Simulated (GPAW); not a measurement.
Worked example: self-consistent single point of PdAu3 (I4mm, 4 atoms in the cell) in GPAW.

Method: LDA (Perdew-Wang 92), GPAW PAW datasets LDA (gpaw-data 1.0.1) (plane waves; GPAW).

```
PdAu3
1.0
   -2.06286     2.06286     4.02266
    2.06286    -2.06286     4.02266
    2.06286     2.06286    -4.02266
Pd Au
1 3
Cartesian
  0.00000   0.00000   0.05000
  0.00000   2.06286   2.01133
  2.06286   0.00000   2.01133
  0.00000   0.00000   4.02266
```

Reference input (self-consistent single point, DFT LDA (Perdew-Wang 92), plane waves, GPAW PAW datasets LDA (gpaw-data 1.0.1)): mode = pw; ecut = 550 eV; xc = LDA; kpts = 5 5 5; mesh shift (steps) = 0 0 0; occupations.name = fermi-dirac; occupations.width = 0.1 eV; nbands = -8; convergence.density = 1e-05 e/electron; symmetry.symmorphic = false; symmetry.tolerance = 0.0005; maxiter = 120. This run's input differs from it in these lines:

```diff
@@ -2,3 +2,3 @@
 from ase.units import GPa
-from gpaw import GPAW, PW, FermiDirac
+from gpaw import GPAW, PW
 
@@ -16,4 +16,4 @@
             xc='LDA',
-            kpts=(5, 5, 5),
-            occupations=FermiDirac(0.1),
+            kpts={'size': (8, 8, 8), 'gamma': True},
+            occupations={'name': 'methfessel-paxton', 'width': 0.01, 'order': 1},
             nbands=-8,
```

The program printed (abridged):

```
     iter     time        total  log10-change:
                         energy   eigst   dens
iter:   1 --:--:--   -21.024284
iter:   2 --:--:--   -20.181919   -1.53  -1.25
iter:   3 --:--:--   -18.950492   -1.02  -1.30
iter:   4 --:--:--   -18.674115   -1.58  -1.57
iter:   5 --:--:--   -18.513953   -1.99  -1.86
iter:   6 --:--:--   -18.644315   -1.87  -2.18
iter:   7 --:--:--   -18.478056   -1.97  -2.24
iter:   8 --:--:--   -18.468303   -3.56  -2.44
iter:   9 --:--:--   -18.466002c  -3.28  -2.72
iter:  10 --:--:--   -18.465176c  -5.09  -3.27
iter:  11 --:--:--   -18.464788c  -4.92  -3.12
iter:  12 --:--:--   -18.464712c  -5.09  -3.34
   [... lines left out ...]
iter:  19 --:--:--   -18.464549c  -6.79  -4.12
iter:  20 --:--:--   -18.464547c  -6.70  -4.24
iter:  21 --:--:--   -18.464547c  -7.44c -4.34
iter:  22 --:--:--   -18.464546c  -7.35  -4.43
iter:  23 --:--:--   -18.464546c  -8.56c -4.56
iter:  24 --:--:--   -18.464546c  -9.37c -4.55
iter:  25 --:--:--   -18.464546c  -8.31c -4.55
iter:  26 --:--:--   -18.464546c  -8.85c -4.57
iter:  27 --:--:--   -18.464546c  -8.03c -4.55
iter:  28 --:--:--   -18.464546c  -8.21c -4.59
iter:  29 --:--:--   -18.464546c  -7.80c -4.63
iter:  30 --:--:--   -18.464545c  -8.57c -4.96
iter:  31 --:--:--   -18.464545c  -8.24c -5.01c
Converged after 31 iterations.

Dipole moment: (-0.000000, 0.000000, -1.058980) |e|*Ang

Energy contributions relative to reference atoms: (reference = -1686038.796904)

Kinetic:        -42.416808
Potential:      +31.938236
External:        +0.000000
XC:              -8.179054
Entropy (-ST):   -0.000084
Local:           +0.193137
SIC:             +0.000000
--------------------------
Free energy:    -18.464573
Extrapolated:   -18.464545

Showing only first 2 kpts
 Kpt  Band  Eigenvalues  Occupancy
  0    22      7.93133    2.00000
  0    23      8.22364    2.00000
  0    24     10.69687    0.00000
  0    25     13.59590    0.00000

  1    22      7.85033    2.00000
  1    23      7.96205    2.00000
  1    24     11.88935    0.00000
  1    25     12.61149    0.00000

Fermi level: 8.61144

No gap
No difference between direct/indirect transitions
Energy (eV): -18.464545

Forces in eV/Ang:
  0 Pd    0.00000    0.00000   -0.27115
  1 Au    0.00000    0.00000    0.15588
  2 Au    0.00000    0.00000    0.15588
  3 Au   -0.00000    0.00000   -0.04056

Stress tensor:
     0.061092     0.000000    -0.000000
     0.000000     0.061092     0.000000
    -0.000000     0.000000     0.060712
Stress (GPa, Voigt): [ 9.7881  9.7881  9.7271  0.     -0.      0.    ]
```

The run converged in 31 iterations. GPAW prints stress with tension positive. Against the reference run the free energy goes up by 6.6 meV/atom, the pressure stays near -9.77 GPa while the zz stress (positive for compression) goes from -9.10 to -9.73 GPa and the largest force stays at 0.271 eV/Å.

The starting cell comes from a database of computed structures (which also holds hypothetical and non-ambient phases and stackings), without a prior relaxation at this level. Its lattice was rescaled by up to half a per cent. One atom was moved a little off its site on purpose. Spin polarisation is off. With a pressure of about -10 GPa the cell is away from its equilibrium volume at this level.

Cost on one core of a shared machine: roughly 3 min.
